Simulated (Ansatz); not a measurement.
**MgO, pressure series**

The parent structure is MgO in the rock salt structure (space group Fm-3m, No. 225; a = 4.214 Å).

Cell and atoms are relaxed at each pressure.

The values are results of PBEsol (Ansatz, an electronic-structure program; PAW; 420 eV plane waves; without spin-orbit coupling), not measurements.

Base values:

The band gap is 4.62 eV.

Task: The aim is a band gap between 6.41 eV and 6.88 eV. Which of these changes reaches it?
A. pressure −1 GPa
B. pressure −2 GPa
C. pressure 45 GPa

Result: C, pressure 45 GPa. It gives 6.70 eV; pressure −1 GPa gives 4.56 eV; pressure −2 GPa gives 4.50 eV. Changes not listed may reach it too

Load acts through the strain it causes; cell and atoms are relaxed under it. No phonon test of stability was made. No other phases were tried under pressure.
